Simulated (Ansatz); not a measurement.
# SiC: tensor shear ε_xy = +1.43 %

Base system: SiC in the zinc blende structure (space group F-43m, No. 216; a = 4.357 Å). Axes: x, y, z lie along the cube axes.

Modification: a pure shear with ε_xy = ε_yx = 0.0143; the atoms relax in the strained cell.

Method: PBEsol in Ansatz (plane waves to 420 eV, PAW, no spin-orbit coupling). Settings: 13×13×13 k-points, 0.05 eV Fermi–Dirac smearing.

The shortest interatomic distance shrinks by 0.011 Å, from 1.887 Å to 1.876 Å and the energy grows by 6.4 meV/atom. The pressure (mean of the normal stresses, compression positive) increases by 0.11 GPa, from -0.01 GPa to 0.10 GPa and the band gap drops by 0.19 eV, from 1.24 eV to 1.05 eV. The gap character amounts to indirect, Γ → X and the smallest direct gap decreases by 0.30 eV to 4.15 eV. The valence-band top at Γ (three highest levels, from the VBM) goes from 0.00, 0.00, 0.00 eV to 0.00, -0.15, -0.29 eV and the valley order (the lowest conduction-band minima on the path, energy above the VBM, named in the base's zone) becomes X along [001] 1.05 eV; X along [010] 1.09 eV (base: X along ⟨100⟩ 1.24 eV). The stress (xx, yy, zz, yz, xz, xy; compression positive) comes out as (0.17, 0.17, -0.02, 0.00, 0.00, -6.95) GPa.

Semilocal Kohn–Sham gaps tend to fall short of experiment. Stability against distortions was not tested. k-point labels follow each cell's own Brillouin zone.

Ansatz is a quantum-chemistry and plane-wave program.
